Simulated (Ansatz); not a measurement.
The reference is Sn (space group I4_1/amd, No. 141; a = 5.947 Å, c = 3.212 Å).

Method: PBE, PAW, 420 eV (Ansatz, an electronic-structure program; no spin-orbit coupling).

For the base:

```
Quantity           Result
---------------  --------
Band gap             zero
Volume per atom  28.40 Å³
```

It is then changed as follows: a negative pressure, −1 GPa.

Problem. Predict the new band gap.

Solution. The band gap remains zero.

Problem. What happens to the volume per atom?

Solution. The volume per atom rises by 0.65 Å³ to 29.05 Å³.

Load acts through the strain it causes; cell and atoms are relaxed under it. Whether these cells are dynamically stable was not tested.
